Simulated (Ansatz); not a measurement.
Ansatz (an electronic-structure program) run on MgRhF6 (R-3, 8 atoms in the cell): relaxation of cell and atoms.

Method: PBEsol, default PAW files made with PBE (plane waves; Ansatz).

The change in words: atoms on their sites; basis.ecutwfc: 420 eV → 210 eV; relax: default → cell and atoms. Reference geometry:
```
MgRhF6
1.0
    2.47697     1.43008     4.49782
   -2.47697     1.43008     4.49782
    0.00000    -2.86016     4.49782
Mg Rh F
1 1 6
Direct
  0.50370   0.50370   0.50370
  0.00000   0.00000   0.00000
  0.24214   0.89135   0.61867
  0.75786   0.10865   0.38133
  0.61867   0.24214   0.89135
  0.38133   0.75786   0.10865
  0.89135   0.61867   0.24214
  0.10865   0.38133   0.75786
```
Moments meant for the start (each program seeds them in its own way; μB, in the order of the atoms Mg Rh F F F F F F): 0.0 1.0 0.0 0.0 0.0 0.0 0.0 0.0.

Reference input (self-consistent single point, DFT, PBEsol, plane waves, default PAW files made with PBE): basis.ecutwfc = 420 eV; kpoints.mp_grid.grid = 3 3 3; hamiltonian.xc = pbesol; hamiltonian.pseudopotentials = {kind: paw} (the program's default PAW files); magnetization.spin_polarized = true; scf.occupations.method = fermi_dirac; scf.occupations.width = 0.1 eV. This run's input differs from it in these lines:

Ansatz 0.2 input:
```diff
@@ -6,3 +6,3 @@
   atoms:
-    - { symbol: Mg, position: [0.50370500, 0.50370500, 0.50370500] }
+    - { symbol: Mg, position: [0.50000000, 0.50000000, 0.50000000] }
     - { symbol: Rh, position: [0.00000000, 0.00000000, 0.00000000], spin: 1.0 }
@@ -15,3 +15,3 @@
 basis:
-  ecutwfc: 420.0
+  ecutwfc: 210.0
 kpoints:
@@ -25,2 +25,4 @@
   occupations: { method: fermi_dirac, width: 0.1 }
+relax:
+  cell: {}
 output:
```

Output (repeated stretches shortened):

```
   [... SCF lines of the steps left out ...]
relax step   1: F+E_penalty+E_count = -12997.52639114 eV  Δ(F+E_penalty+E_count) = +0.000e0 eV  max|allowed force component| = 1.408e0 eV/Å  Δτ_max = 0.0000 Å  P = +8.336 GPa  Ω = 95.595 Å³  (12 SCF iters, dr2 threshold 1.00e-7 eV, accepted)
relax step   2: F+E_penalty+E_count = -12997.98791149 eV  Δ(F+E_penalty+E_count) = -4.615e-1 eV  max|allowed force component| = 2.606e-1 eV/Å  Δτ_max = 0.0695 Å  P = +4.317 GPa  Ω = 95.489 Å³  energy of the carried Pulay correction = +2.442e-1 eV  [...]
   [... lines left out ...]
relax step 120: F+E_penalty+E_count = -12997.69319369 eV  Δ(F+E_penalty+E_count) = -1.014e-2 eV  max|allowed force component| = 5.187e-3 eV/Å  Δτ_max = 0.0004 Å  P = -0.029 GPa  Ω = 93.022 Å³  energy of the carried Pulay correction = +1.012e-2 eV  [...]
relax step 121: F+E_penalty+E_count = -12997.54866352 eV  Δ(F+E_penalty+E_count) = +1.445e-1 eV  max|allowed force component| = 8.017e-3 eV/Å  Δτ_max = 0.0000 Å  P = +0.359 GPa  Ω = 93.022 Å³  stress off target by 3.74e-1 GPa  SCF on the basis [...]
basis re-selected at this cell: Δ(F+E_penalty+E_count) = +1.445e-1 eV, ΔP = +0.388 GPa vs the last step
   [... lines left out ...]
Absolute magnetization: 1.0032 μB (∫|ρ↑−ρ↓|, with the PAW one-centre terms)
Free energy (F): -12997.548664 eV
Fermi energy:    4.349918 eV
Error: variable-cell relaxation did not converge after 121 `relax_step` rows, as none of its last 39 fresh-basis SCF(s) at a relaxed cell met both thresholds with a finite energy. The last misses `relax.cell.stress_tol`: largest allowed force component 8.02e-3 eV/Å (`relax.f_tol` 1.00e-2 eV/Å), stress off the target on the free part of the cell 3.74e-1 GPa (`relax.cell.stress_tol` 5.00e-2 GPa), F+E_penalty+E_count -12997.54866352 eV. The closest is row 105, whose structure comes with this error. Larger ratio of force or stress to its threshold at each such SCF whose figures are numbers: 97.733, 84.441, 112.070, 54.370, 36.169, 26.589, 7.533, 20.550, 24.985, 14.448, 22.781, 28.270, [...]
  cell:  # Å, volume = 93.0322 Å³
   [... lines left out ...]
    - [1.8142973907398873e-19, -2.8090387214218424, 4.5380165452655055]
  atoms:
    - { symbol: Mg, position: [0.49999999999999994, 0.49999999999999994, 0.49999999999999994] }
    - { symbol: Rh, position: [6.958850152302331e-20, -2.4793268386226107e-20, 2.5556611462910116e-21] }
    - { symbol: F, position: [0.24749541200852854, 0.9108700584212727, 0.5934745139364505] }
    - { symbol: F, position: [0.7525045879914712, 0.08912994157872711, 0.4065254860635495] }
    - { symbol: F, position: [0.5934745139364503, 0.24749541200852831, 0.910870058421273] }
    - { symbol: F, position: [0.40652548606354966, 0.7525045879914716, 0.08912994157872695] }
    - { symbol: F, position: [0.9108700584212728, 0.5934745139364503, 0.24749541200852854] }
    - { symbol: F, position: [0.08912994157872706, 0.40652548606354966, 0.7525045879914715] }
```

The relaxation ended unconverged.  The full log also holds: “iter 6 did not close the SCF: its close was put off for a magnetic moment that had not settled (scf_convergence_deferred on its scf_iter line)”. The full log also holds: “iter 8 did not close the SCF: its close was put off for a magnetic moment that had not settled (scf_convergence_deferred on its scf_iter line)”.

The starting cell comes from a database of computed structures (which also holds hypothetical and non-ambient phases and stackings), without a prior relaxation at this level. Its lattice was rescaled by up to half a per cent. The cutoff lies below the one recommended for these files.

Cost on one core of a shared machine: roughly 4 min.
